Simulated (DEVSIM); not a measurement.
System: illuminated GaSb p-on-n cell, one wavelength, at 350 K.

Layer 1 from the left is GaSb, thickness (μm) 0.0530, Na (cm⁻³) 7.1e17, τn (s) 4.8e-11, τp (s) 5.5e-10, absorption coefficient (cm⁻¹) 46000. Layer 2 from the left is GaSb, thickness (μm) 1.00, Nd (cm⁻³) 1.5e16, τn (s) 2.3e-9, τp (s) 2.3e-9, absorption coefficient (cm⁻¹) 46000.

Left contact: ohmic, minority electron recombination velocity 10 cm/s. Right contact: ohmic, minority hole recombination velocity 2e5 cm/s. Voltage is applied to the left contact. Recombination: SRH at mid-gap, radiative, Auger. Light enters at the left, 1.5e18 photons cm⁻² s⁻¹, one pass, no reflection. Mobility is constant in doping.

Constants are typed, rounded textbook-type inputs, not results; the design itself was drawn at random and stands for no fabricated device. Values at 300 K; Nc and Nv go as T^1.5, mobilities as T to minus their exponent, the gap by Varshni's rule with the affinity fixed.

GaSb: gap (eV) 0.726, affinity (eV) 4.06, permittivity 15.7, Nc (cm⁻³) 2.1e17, Nv (cm⁻³) 1.8e19, μn (cm²/Vs) 5000, μp (cm²/Vs) 850, T exponent of μn 2, T exponent of μp 1.7, B (cm³/s) 1e-10, Cn (cm⁶/s) 5e-30, Cp (cm⁶/s) 5e-30, Varshni α (eV/K) 0.00042, Varshni β (K) 140.

Model (solved in DEVSIM): 1D drift-diffusion, Boltzmann statistics, complete ionisation; no tunnelling, impact ionisation, image-force lowering or self-heating.

Dark forward current:

```
|V| (V)  |J| (A/cm²)
-------  -----------
0.05        0.007000
0.10         0.03074
0.15          0.1257
0.20          0.5475
0.25           2.539
0.30           12.13
0.35           56.41
0.40           236.7
0.45           866.6
0.50            2788
```

Work out the local ideality factor n = ΔV / (kT/q · ln(J2/J1)) between the rows 0.15 and 0.20 V, 0.25 and 0.30 V, 0.45 and 0.50 V.

kT/q = 30.16 mV. From 0.15 to 0.20 V: ln(0.5475/0.1257) = 1.471, n = 1.13. From 0.25 to 0.30 V: ln(12.13/2.539) = 1.564, n = 1.06, near the 1 of diffusion or emission over a barrier. From 0.45 to 0.50 V: ln(2788/866.6) = 1.169, n = 1.42; the layers' resistance at their doping, Σ W/(qμN) = 1.1e-5 Ω cm², would take 22 mV of this step of 50 mV.

What current could the absorbed light give at most, and what share is collected?

Σ αd = 4.84, so qΦ(1 − exp(−Σ αd)) = 238 mA/cm². The simulated short-circuit current is 229.3 mA/cm², a share of 0.96.

Estimate the open-circuit voltage by superposition: the voltage at which the dark current equals that short-circuit current.

Interpolating ln J in the table gives 0.170 V. The simulation gives 0.170 V, the same within the digits that matter. Superposition holds where collection doesn't change with voltage.
